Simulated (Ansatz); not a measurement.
Take HfO₂ in the fluorite structure (space group Fm-3m, No. 225; a = 5.058 Å) as the base. Axes: x, y, z lie along the cube axes.

Now apply this change: uniaxial strain ε_yy = +0.79 %, all other strain components held at zero; the atoms relax in the strained cell.

All numbers come from r2SCAN, PAW, 500 eV (Ansatz, an electronic-structure program; scalar-relativistic without spin-orbit coupling).

Task: Give the band edges at the high-symmetry points of the new zone, measured from its valence-band maximum.

Result: 
| point | valence edge (eV) | conduction edge (eV) |
|---|---|---|
| Γ | -0.64 | 4.33 |
| X | 0.00 | 4.25 |
| P | -0.21 | 5.19 |
| N | -1.91 | 5.05 |
| M | -0.08 | 4.25 |
| S | -0.45 | 4.78 |
| S₀ | -0.45 | 4.78 |
| R | -0.26 | 5.26 |
| G | -0.26 | 5.26 |

The gap is 4.25 eV, direct at X.

Spin-orbit coupling, missing from the scalar runs, can matter with Hf. No phonon test of stability was made. This is not the structure that HfO2 has at room temperature and ambient pressure. Labels are those of the standard path for the cell's own space group.
